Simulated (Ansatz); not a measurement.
A self-consistent single point of HBr (Cmc2_1, 4 atoms in the cell) with Ansatz (an electronic-structure program).

Method: PBEsol, harder PAW files (source: ansatz) made with PBE (plane waves; Ansatz).

```
HBr
1.0
    3.06000    -2.72000     0.00000
    3.06000     2.72000     0.00000
    0.00000     0.00000     5.61400
H Br
2 2
Direct
  0.92500   0.07500   0.17900
  0.07500   0.92500   0.67900
  0.75000   0.25000   0.00000
  0.25000   0.75000   0.50000
```

Reference input (self-consistent single point, DFT, PBEsol, plane waves, harder PAW files (source: ansatz) made with PBE): basis.ecutwfc = 58.8 Ry; kpoints.mp_grid.grid = 8 8 6; hamiltonian.xc = pbesol; hamiltonian.pseudopotentials = {kind: paw, source: ansatz}; scf.occupations.method = cold; scf.occupations.width = 0.02 Ry. This run's input differs from it in these lines:

Ansatz 0.2 input:
```diff
@@ -12,3 +12,3 @@
 basis:
-  ecutwfc: 58.8 Ry
+  ecutwfc: 41.2 Ry
 kpoints:
```

Output, abridged:

```
SCF iter   1: F=—  HF=-12212.883791 eV  |F-HF|=—  |Δ(HF+E_count)|=         —  Δρ=3.56e-2  dr2=8.93e-1  ethr=3.10e-3  ⟨swp⟩=5.5  Hψ=8386  notcnv=0
all-band conjugate gradients solve this SCF's bands
preconditioner: auto → Resta (q_TF=auto, 2.327 Å⁻¹)
SCF iter   2: F=—  HF=-12212.663812 eV  |F-HF|=—  |Δ(HF+E_count)|=   2.20e-1  S|Δr|=    0.00e0  Δρ=1.76e-2  dr2=1.95e-1  ethr=2.48e-3  ⟨swp⟩=2.8  Hψ=2917  notcnv=0
   [... lines left out ...]
SCF iter   5: F=—  HF=-12212.623301 eV  |F-HF|=—  |Δ(HF+E_count)|=   6.36e-4  S|Δr|=    0.00e0  Δρ=1.92e-4  dr2=4.67e-5  ethr=1.57e-6  ⟨swp⟩=3.0  Hψ=3447  notcnv=0
SCF iter   6: F=—  HF=-12212.623412 eV  |F-HF|=—  |Δ(HF+E_count)|=   1.11e-4  S|Δr|=    0.00e0  Δρ=3.84e-5  dr2=1.68e-6  ethr=1.30e-7  ⟨swp⟩=2.0  Hψ=2512  notcnv=0
SCF iter   7: F=-12212.623420 eV  HF=-12212.623420 eV  |F-HF|=2.36e-7  |Δ(HF+E_count)|=   8.07e-6  S|Δr|=    0.00e0  Δρ=6.88e-6  dr2=6.52e-8  ethr=2.78e-10  ⟨swp⟩=6.4  Hψ=9879  notcnv=0
SCF 1 converged in 7 iterations: F = -12212.623420 eV  dr2 = 6.52e-8
Stability not checked (fill_not_monotonic)
Free energy (F): -12212.623420 eV
Internal energy: -12212.623420 eV  (E = F + TS)
E sigma→0 (E₀):  -12212.623420 eV
Fermi energy:    3.383853 eV
--- Forces (eV/Å), atoms counted from 1 ---
  atom   1  H      0.00000000    -1.23759329     1.28985993
  atom   2  H      0.00000000     1.23759329     1.28985993
  atom   3  Br     0.00000000     1.17176758    -1.28988209
  atom   4  Br     0.00000000    -1.17176758    -1.28988209
--- Stress (GPa, compression-positive) ---
        0.226600       0.000000       0.000000
        0.000000       3.703204       0.000000
        0.000000       0.000000       4.042998
  P = ⅓ Tr σ = 2.6576 GPa (26.576 kbar)
  The stress holds the Pulay correction. Without it, at fixed plane waves, as pw.x and ABINIT print it: P = 2.5684 GPa
```

The run converged in 7 iterations. Against the reference run the free energy rises by 2.0 meV/atom, the pressure hardly changes (2.65 to 2.66 GPa), the largest force moves little (1.782 to 1.788 eV/Å) and the gap on the mesh stays at 4.616 eV.

The starting cell comes from a database of published, mostly measured structures (it also holds non-ambient and calculated ones), without a prior relaxation at this level. Forces in this geometry exceed 1 eV/Å. Ansatz's pressure includes its estimate of the finite-basis (Pulay) stress. The cutoff lies below the one recommended for these files.
